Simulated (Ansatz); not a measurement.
# Sn: response to strain

Start from Sn in the diamond structure (space group Fd-3m, No. 227; a = 6.655 Å; relaxed with 0.1 eV smearing). Axes: x, y, z lie along the cube axes.

Strains are applied to the cell and any free atomic positions relax; under biaxial strain the out-of-plane vector relaxes too; under stress the whole cell relaxes.

Level of theory: PBE (Ansatz, an electronic-structure program), spin-orbit coupling left out.

Notes on the quantities. energy relative to the base: free energy F.

| variant | energy relative to the base | volume per atom |
|---|---|---|
| base | 0 meV/atom | 36.85 Å³ |
| biaxial strain −3.96 %, plane normal [001], relaxed out of plane | +22 meV/atom | 35.30 Å³ |
| biaxial strain −2.10 %, plane normal [001], relaxed out of plane | +6.0 meV/atom | 36.03 Å³ |
| uniaxial strain ε_yy = +3.56 % | +7.6 meV/atom | 38.16 Å³ |
| uniaxial strain ε_zz = −2.32 % | +3.5 meV/atom | 35.99 Å³ |
| uniaxial strain ε_zz = +1.82 % | +2.0 meV/atom | 37.52 Å³ |
| uniaxial strain ε_zz = +3.85 % | +8.8 meV/atom | 38.27 Å³ |
| uniaxial stress, 3 GPa tension along x | +26 meV/atom | 37.99 Å³ |
| uniaxial stress, 1 GPa tension along x | [?] | [?] |
| uniaxial stress, 2 GPa tension along x | +11 meV/atom | 37.58 Å³ |

Problem. Complete the table.

Solution. 
- uniaxial stress, 1 GPa tension along x, energy relative to the base: +3.0 meV/atom
- uniaxial stress, 1 GPa tension along x, volume per atom: 37.21 Å³

Beyond what the load breaks, stability against distortions was not tested.
